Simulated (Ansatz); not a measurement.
A relaxation of cell and atoms of Sb (Im-3m, 1 atom in the cell) with Ansatz (a first-principles code).

Computed with LDA (PW92), default PAW files made with PBE (plane waves; Ansatz).

The change in words: atoms on their sites; basis.ecutwfc: 420 eV → 295 eV; relax: default → cell and atoms. Reference geometry:
```
Sb
1.0
   -1.86198     1.86198     1.86198
    1.86198    -1.86198     1.86198
    1.86198     1.86198    -1.86198
Sb
1
Direct
  0.00000   0.00000   0.00000
```

Reference input (self-consistent single point, DFT, LDA (PW92), plane waves, default PAW files made with PBE): basis.ecutwfc = 420 eV; kpoints.mp_grid.grid = 12 12 12; hamiltonian.xc = lda; hamiltonian.pseudopotentials = {kind: paw} (the program's default PAW files); scf.occupations.method = gaussian; scf.occupations.width = 0.1 eV. This run's input differs from it in these lines:

Ansatz 0.2 input:
```diff
@@ -8,3 +8,3 @@
 basis:
-  ecutwfc: 420.0
+  ecutwfc: 295.0
 kpoints:
@@ -20,2 +20,4 @@
     width: 0.1
+relax:
+  cell: {}
 output:
```

The program printed (abridged):

```
   [... SCF lines of the steps left out ...]
relax step   1: F+E_penalty+E_count = -6335.52546712 eV  Δ(F+E_penalty+E_count) = +0.000e0 eV  max|allowed force component| = 0.000e0 eV/Å  Δτ_max = 0.0000 Å  P = -0.774 GPa  Ω = 25.822 Å³  (7 SCF iters, dr2 threshold 1.00e-7 eV, accepted)
relax step   2: F+E_penalty+E_count = -6335.54441894 eV  Δ(F+E_penalty+E_count) = -1.895e-2 eV  max|allowed force component| = 0.000e0 eV/Å  Δτ_max = 0.0000 Å  P = +1.459 GPa  Ω = 25.398 Å³  energy of the carried Pulay correction = +1.985e-2 eV  (4 [...]
   [... lines left out ...]
relax step  10: F+E_penalty+E_count = -6335.52534986 eV  Δ(F+E_penalty+E_count) = -7.166e-4 eV  max|allowed force component| = 0.000e0 eV/Å  Δτ_max = 0.0000 Å  P = -0.001 GPa  Ω = 25.535 Å³  energy of the carried Pulay correction = +7.140e-4 eV  (3 [...]
relax step  11: F+E_penalty+E_count = -6335.52505216 eV  Δ(F+E_penalty+E_count) = +2.977e-4 eV  max|allowed force component| = 0.000e0 eV/Å  Δτ_max = 0.0000 Å  P = -0.008 GPa  Ω = 25.535 Å³  stress off target by 8.15e-3 GPa  SCF on the basis [...]
basis re-selected at this cell: Δ(F+E_penalty+E_count) = +2.977e-4 eV, ΔP = -0.007 GPa vs the last step
Stability not checked: this state was not tested for a lower state beside it, because too few of the mixer's solves of this state at the end of the SCF gave a …
Free energy (F): -6335.525052 eV
Internal energy: -6335.521154 eV  (E = F + TS)
E sigma→0 (E₀):  -6335.523103 eV
Entropy (-TS):   -0.003898 eV (-3.898 meV/atom)
Fermi energy:    12.178872 eV
--- Forces (eV/Å), atoms counted from 1 ---
  atom   1  Sb     0.00000000    -0.00000000     0.00000000
   [... lines left out ...]
to start a new deck from the relaxed geometry:
  cell:  # Å, volume = 25.5350 Å³
    - [-1.8550637520242765, 1.8550637520242765, 1.8550637520242765]
    - [1.8550637520242765, -1.8550637520242765, 1.8550637520242765]
    - [1.8550637520242765, 1.8550637520242765, -1.8550637520242765]
  atoms:
    - { symbol: Sb, position: [0.0, 0.0, 0.0] }
```

The run converged. 

Summary of the result:
- Free energy E − TS (on the zero of these files) = -6335.5251 eV
- Fermi level (on the code's own zero) = 12.18 eV
- Pressure = -0.01 GPa
- Final cell = a = 3.213 Å, b = 3.213 Å, c = 3.213 Å, α = 109.47°, β = 109.47°, γ = 109.47°
- Final volume per atom = 25.54 Å³
- Relaxation steps = 11

The starting cell comes from a database of computed structures (which also holds hypothetical and non-ambient phases and stackings), without a prior relaxation at this level. Its lattice was rescaled by up to half a per cent. The relaxation keeps the symmetry of its start, so its end need not be a minimum. Ansatz's pressure includes its estimate of the finite-basis (Pulay) stress. Without the estimate this run gives -7.59 GPa. The cutoff lies below the one recommended for these files.
